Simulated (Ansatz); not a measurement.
**beta tin (1 0 0) on wurtzite ZnO (0 0 1) (film strained to the substrate, started from cuts of the bulks and a machine-learned relaxation; slabs Zn12O12 and Sn8, which can lie off the formulas)**

A periodic stack without vacuum, beta tin (1 0 0) on wurtzite ZnO (0 0 1) (film strained to the substrate, started from cuts of the bulks and a machine-learned relaxation; slabs Zn12O12 and Sn8, which can lie off the formulas): substrate slab Zn12O12, film Sn8, surface cells [[-1, 1], [-1, -1]] and [[1, 0], [0, 1]], film strained by -4.3 and +1.7 %, outermost planes Zn/O and Sn/Sn as cut, which need not be the usual terminations and can put a slab off its formula.

The start was prepared with a machine-learned potential, and the result is one local minimum, with the in-plane cell held and forces under 0.04 eV/Å; the film can end far from its bulk form.

These are PBE (plane waves to 420 eV, PAW; Ansatz, a first-principles code) values and carry that method's errors. Scalar-relativistic, without spin–orbit coupling; the runs are not spin-polarised. Its k-point mesh 6×10×1, Fermi–Dirac width 0.05 eV.

- interface area: 18.6 Å²
- period: 28.21 Å
- heights between the nearest atoms of the two slabs at the two interfaces: 1.20 and 1.97 Å
- Sn–Zn contacts across the interfaces within 1.22 times the sum of covalent radii: 6, mean 2.95 Å
- O–Sn contacts across the interfaces within 1.22 times the sum of covalent radii: 6, mean 2.28 Å
- estimate of the barrier: withheld, since the two interfaces are unlike

```
CELL_PARAMETERS angstrom
      5.68008     0.00024     0.04332
      0.00011     3.27932    -0.03401
     -0.49361     0.38839    28.20376
ATOMIC_POSITIONS crystal
  Zn 0.40924 0.95703 0.04120
  Zn 0.80765 0.45370 0.04265
  Zn 0.69833 0.95351 0.13647
  Zn 0.19795 0.45361 0.13403
  O  0.36480 0.95414 0.11126
  O  0.86229 0.45404 0.11222
  O  0.70104 0.95333 0.20656
  O  0.20119 0.45339 0.20510
  Zn 0.36715 0.95282 0.22905
  Zn 0.87072 0.45279 0.22935
  Zn 0.70606 0.95206 0.32292
  Zn 0.20631 0.45211 0.32317
  O  0.37133 0.95271 0.30001
  O  0.87214 0.45266 0.30017
  O  0.70922 0.95167 0.39409
  O  0.20847 0.45179 0.39429
  Zn 0.37721 0.95118 0.41666
  Zn 0.87599 0.45101 0.41699
  Zn 0.71347 0.94902 0.51119
  Zn 0.21407 0.44953 0.50975
  O  0.38048 0.95025 0.48790
  O  0.87821 0.44987 0.48846
  O  0.71385 0.94632 0.58294
  O  0.21959 0.44784 0.58082
  Sn 0.56877 0.42853 0.73184
  Sn 0.07292 0.92348 0.74818
  Sn 0.88935 0.44398 0.62804
  Sn 0.38109 0.94619 0.62542
  Sn 0.53365 0.45263 0.95427
  Sn 0.04009 0.95246 0.97137
  Sn 0.07352 0.96444 0.85757
  Sn 0.57634 0.49327 0.83945
```
